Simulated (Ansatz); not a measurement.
The starting structures come from a database of crystals and need not be the phases stable at ambient conditions.

 Where the default PAW files enter, the runs use the earlier of Ansatz's two default sets.

Given:

```
CELL_PARAMETERS angstrom
      3.05789     0.00000     0.00000
      0.00000     3.05789     0.00000
      1.52895    -1.52895     2.16226
ATOMIC_POSITIONS crystal
  Be 0.25000 0.25000 0.50000
  Be 0.75000 0.75000 0.50000
  C  0.00000 0.00000 0.00000
```

Space group of this cell: Fm-3m. The cell is taken as given; by PBEsol its mean pressure is -2.0 GPa.

Transport runs along the normal of the first two printed cell vectors, the (001) plane of the conventional cell.

No gap correction and no spin-orbit coupling; mid-gap values are interpolated between computed energies.

**Question.** Compute, with Ansatz (a first-principles code) with PBEsol, the band gap and the smallest decay constant κ at mid-gap.

**Answer.** Gap 1.08 eV on a 14×14×14 mesh; κ = 0.172 1/Å, at the zone centre.
